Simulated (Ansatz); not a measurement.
FePt: response to strain

Base system: FePt (space group P4/mmm, No. 123; ferromagnetic; relaxed with 0.1 eV smearing).

```yaml
crystal:
  lattice:
    - [2.73479, 0.00000, 0.00000]
    - [0.00000, 2.73479, 0.00000]
    - [0.00000, 0.00000, 3.72218]
  atoms:
    - { symbol: Fe, position: [0.50000, 0.50000, 0.50000] }
    - { symbol: Pt, position: [0.00000, 0.00000, 0.00000] }
```

Cartesian axes are those of the cell as printed.

Strains are applied to the cell and any free atomic positions relax; under biaxial strain the out-of-plane vector relaxes too.

All numbers come from r2SCAN (Ansatz, an electronic-structure program; PAW; 500 eV plane waves; no spin-orbit coupling).

Notes on the quantities. pressure: mean of the normal stresses, compression positive.

```json
[
 {"change": "base", "pressure": "0.0 GPa", "space group": "P4/mmm (No. 123)", "largest site moment": "3.29 μB", "shortest interatomic distance": "2.684 Å"},
 {"change": "biaxial strain +0.26 %, plane normal [001], relaxed out of plane", "pressure": "-0.5 GPa", "space group": "P4/mmm (No. 123)", "largest site moment": "3.30 μB", "shortest interatomic distance": "2.684 Å"},
 {"change": "biaxial strain +1.63 %, plane normal [001], relaxed out of plane", "pressure": "-2.9 GPa", "space group": "P4/mmm (No. 123)", "largest site moment": "3.33 μB", "shortest interatomic distance": "2.684 Å"},
 {"change": "biaxial strain +3.12 %, plane normal [001], relaxed out of plane", "pressure": "-5.4 GPa", "space group": "P4/mmm (No. 123)", "largest site moment": "3.35 μB", "shortest interatomic distance": "2.687 Å"},
 {"change": "isotropic strain −2.60 %", "pressure": "20.6 GPa", "space group": "P4/mmm (No. 123)", "largest site moment": "3.17 μB", "shortest interatomic distance": "2.614 Å"},
 {"change": "isotropic strain +0.28 %", "pressure": "-1.8 GPa", "space group": "P4/mmm (No. 123)", "largest site moment": "3.31 μB", "shortest interatomic distance": "2.691 Å"},
 {"change": "isotropic strain +1.18 %", "pressure": "-7.0 GPa", "space group": "P4/mmm (No. 123)", "largest site moment": "3.34 μB", "shortest interatomic distance": "2.716 Å"},
 {"change": "uniaxial strain ε_yy = +2.56 %", "pressure": "-4.9 GPa", "space group": "Pmmm (No. 47)", "largest site moment": "3.33 μB", "shortest interatomic distance": "2.702 Å"},
 {"change": "tensor shear ε_yz = +2.97 %", "pressure": "1.0 GPa", "space group": "P2/m (No. 10)", "largest site moment": "3.29 μB", "shortest interatomic distance": "2.628 Å"}
]
```

Other magnetic orders, which the real material may have, were not ruled out. No phonon test of stability was made.
